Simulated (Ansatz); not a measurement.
composition Si15As, cell Si60As4, held well above this temperature first [in the run: it was liquid; mean temperature 2232 K (target 2090 K); density 2.50 g/cm³; one k-point, which a denser mesh shifts by 0.0 GPa in pressure and 0.09 eV/Å in forces]. The solute's share, one atom in sixteen, is far above doping levels in devices. Bonds are counted up to As-Si 3.34 Å, Si-Si 3.30 Å.

### Question
What distribution of As-Si-Si angles does PBE (Ansatz, a quantum-chemistry and plane-wave program) give?

### Answer
mean 100°, standard deviation 32°.
```json
[
 {"angle (°)": "1.5", "p (1/°)": "0.0000"},
 {"angle (°)": "4.5", "p (1/°)": "0.0000"},
 {"angle (°)": "7.5", "p (1/°)": "0.0000"},
 {"angle (°)": "10.5", "p (1/°)": "0.0000"},
 {"angle (°)": "13.5", "p (1/°)": "0.0000"},
 {"angle (°)": "16.5", "p (1/°)": "0.0000"},
 {"angle (°)": "19.5", "p (1/°)": "0.0000"},
 {"angle (°)": "22.5", "p (1/°)": "0.0000"},
 {"angle (°)": "25.5", "p (1/°)": "0.0000"},
 {"angle (°)": "28.5", "p (1/°)": "0.0000"},
 {"angle (°)": "31.5", "p (1/°)": "0.0000"},
 {"angle (°)": "34.5", "p (1/°)": "0.0000"},
 {"angle (°)": "37.5", "p (1/°)": "0.0000"},
 {"angle (°)": "40.5", "p (1/°)": "0.0005"},
 {"angle (°)": "43.5", "p (1/°)": "0.0025"},
 {"angle (°)": "46.5", "p (1/°)": "0.0048"},
 {"angle (°)": "49.5", "p (1/°)": "0.0073"},
 {"angle (°)": "52.5", "p (1/°)": "0.0090"},
 {"angle (°)": "55.5", "p (1/°)": "0.0088"},
 {"angle (°)": "58.5", "p (1/°)": "0.0087"},
 {"angle (°)": "61.5", "p (1/°)": "0.0084"},
 {"angle (°)": "64.5", "p (1/°)": "0.0093"},
 {"angle (°)": "67.5", "p (1/°)": "0.0092"},
 {"angle (°)": "70.5", "p (1/°)": "0.0089"},
 {"angle (°)": "73.5", "p (1/°)": "0.0102"},
 {"angle (°)": "76.5", "p (1/°)": "0.0105"},
 {"angle (°)": "79.5", "p (1/°)": "0.0103"},
 {"angle (°)": "82.5", "p (1/°)": "0.0097"},
 {"angle (°)": "85.5", "p (1/°)": "0.0110"},
 {"angle (°)": "88.5", "p (1/°)": "0.0107"},
 {"angle (°)": "91.5", "p (1/°)": "0.0109"},
 {"angle (°)": "94.5", "p (1/°)": "0.0113"},
 {"angle (°)": "97.5", "p (1/°)": "0.0109"},
 {"angle (°)": "100.5", "p (1/°)": "0.0101"},
 {"angle (°)": "103.5", "p (1/°)": "0.0101"},
 {"angle (°)": "106.5", "p (1/°)": "0.0101"},
 {"angle (°)": "109.5", "p (1/°)": "0.0098"},
 {"angle (°)": "112.5", "p (1/°)": "0.0093"},
 {"angle (°)": "115.5", "p (1/°)": "0.0088"},
 {"angle (°)": "118.5", "p (1/°)": "0.0086"},
 {"angle (°)": "121.5", "p (1/°)": "0.0076"},
 {"angle (°)": "124.5", "p (1/°)": "0.0083"},
 {"angle (°)": "127.5", "p (1/°)": "0.0076"},
 {"angle (°)": "130.5", "p (1/°)": "0.0073"},
 {"angle (°)": "133.5", "p (1/°)": "0.0071"},
 {"angle (°)": "136.5", "p (1/°)": "0.0067"},
 {"angle (°)": "139.5", "p (1/°)": "0.0068"},
 {"angle (°)": "142.5", "p (1/°)": "0.0057"},
 {"angle (°)": "145.5", "p (1/°)": "0.0053"},
 {"angle (°)": "148.5", "p (1/°)": "0.0049"},
 {"angle (°)": "151.5", "p (1/°)": "0.0048"},
 {"angle (°)": "154.5", "p (1/°)": "0.0046"},
 {"angle (°)": "157.5", "p (1/°)": "0.0039"},
 {"angle (°)": "160.5", "p (1/°)": "0.0037"},
 {"angle (°)": "163.5", "p (1/°)": "0.0028"},
 {"angle (°)": "166.5", "p (1/°)": "0.0021"},
 {"angle (°)": "169.5", "p (1/°)": "0.0018"},
 {"angle (°)": "172.5", "p (1/°)": "0.0012"},
 {"angle (°)": "175.5", "p (1/°)": "0.0009"},
 {"angle (°)": "178.5", "p (1/°)": "0.0003"}
]
```
